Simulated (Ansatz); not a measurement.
# A computed series for GaSb: pressure series

Base system: GaSb in the zinc blende structure (space group F-43m, No. 216).

```
CELL_PARAMETERS angstrom
      0.00000     3.10675     3.10675
      3.10675     0.00000     3.10675
      3.10675     3.10675     0.00000
ATOMIC_POSITIONS crystal
  Sb 0.75000 0.75000 0.75000
  Ga 0.00000 0.00000 0.00000
```

Cell and atoms are relaxed at each pressure.

Level of theory: Ansatz (a first-principles code) PBE, no spin-orbit coupling.

Question: Only one of these has no band gap. Which?
(A) pressure 18 GPa
(B) pressure −2 GPa
(C) pressure 4.2 GPa
(D) pressure 9 GPa

Answer: B, pressure −2 GPa. Computed: pressure −2 GPa: zero; pressure 4.2 GPa: 0.26 eV; pressure 9 GPa: 0.62 eV; pressure 18 GPa: 0.56 eV

Spin-orbit coupling, missing from the scalar runs, can matter with Sb. Load acts through the strain it causes; cell and atoms are relaxed under it. Stability against distortions was not tested. Tetrahedral semiconductors of this kind turn to denser phases somewhere between about 1 and 50 GPa; those were not computed, so compressed cells here can lie past the real transition. The final runs are not spin-polarised. The zero or small gap of GaSb can change with the level of theory.
